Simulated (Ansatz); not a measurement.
N vacancy (V_N) in beta Si3N4: one set of geometries, relaxed with PBE, evaluated in Ansatz (PAW, plane waves to 420 eV, 500 eV under r2SCAN) with PBE, r2SCAN.

Cell and caveats: 84-site cell; 2×2×2 shifted k-points; start: the N(2,3-fold) site; charged states image-corrected; energies good to tenths of an eV; flagged in the runs: a doubtful potential alignment, a host whose relaxation on this sampling wasn't shown to rest.

```
quantity                                                                    PBE       r2SCAN
----------------------------------------------------------  -------------------  -----------
host gap (eV)                                                              4.25          [?]
ε(+3/+2) above the VBM (eV)                                           not bound  not settled
ε(+2/+1) above the VBM (eV)                                           not bound  not settled
ε(+1/0) above the VBM (eV)                                                 1.60          [?]
ε(0/−1) above the VBM (eV)                                                 2.12          [?]
carrier at charge +2                                        hole in a host band  not settled
neutral formation energy against N2 molecule in a box (eV)                 5.22          [?]
largest moment on one atom at charge 0 (μB)                                0.09          [?]
```

Problem. Given the lower rungs, what does r2SCAN give?

Solution. 
- host gap (eV), r2SCAN: 4.90
- ε(+1/0) above the VBM (eV), r2SCAN: 1.85
- ε(0/−1) above the VBM (eV), r2SCAN: 2.55
- neutral formation energy against N2 molecule in a box (eV), r2SCAN: 5.92
- largest moment on one atom at charge 0 (μB), r2SCAN: 0.10

"Not bound" means that the carrier spreads over host band states in this cell; a shallow level, bound over tens of ångströms, can't be resolved here.

Ansatz is a first-principles code.
